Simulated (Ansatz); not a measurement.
Take LiCl in the rock salt structure (space group Fm-3m, No. 225) as the base.

Space group Fm-3m (No. 225); a = b = c = 5.1504 Å, α = β = γ = 90.00°

```
atom  site  symmetry       x       y       z
----  ----  --------  ------  ------  ------
Cl      4a      m-3m  0.0000  0.0000  0.0000
Li      4b      m-3m  0.5000  0.5000  0.5000
```
(The calculation used a cell of 2 atoms; values per cell refer to that cell.)

All numbers come from Ansatz (a first-principles code) PBE, no spin-orbit coupling.

One change was made to it. Results:

The volume per atom shrinks by 4.40 Å³ to 12.68 Å³; the width of the top valence band rises by 0.69 eV (1.08 eV → 1.77 eV); the valley order (the lowest conduction-band minima on the path, energy above the VBM, named in the base's zone) becomes L along ⟨111⟩ 6.96 eV; X along ⟨100⟩ 7.56 eV; Γ 8.36 eV (base: Γ 6.26 eV; L along ⟨111⟩ 6.73 eV; X along ⟨100⟩ 7.80 eV).

Q: Which of these changes matches the shifts?
(A) pressure −1 GPa
(B) pressure 18 GPa
(C) pressure 45 GPa

A: B, pressure 18 GPa. For comparison, the valley order in the other runs: pressure 45 GPa gives X along ⟨100⟩ 6.78 eV; L along ⟨111⟩ 7.03 eV; Γ 10.32 eV; pressure −1 GPa gives Γ 6.07 eV; L along ⟨111⟩ 6.69 eV.

The levels and masses belong to the bands next to the band gap. Load acts through the strain it causes; cell and atoms are relaxed under it. Stability against distortions was not tested. Competing high-pressure phases were not computed.
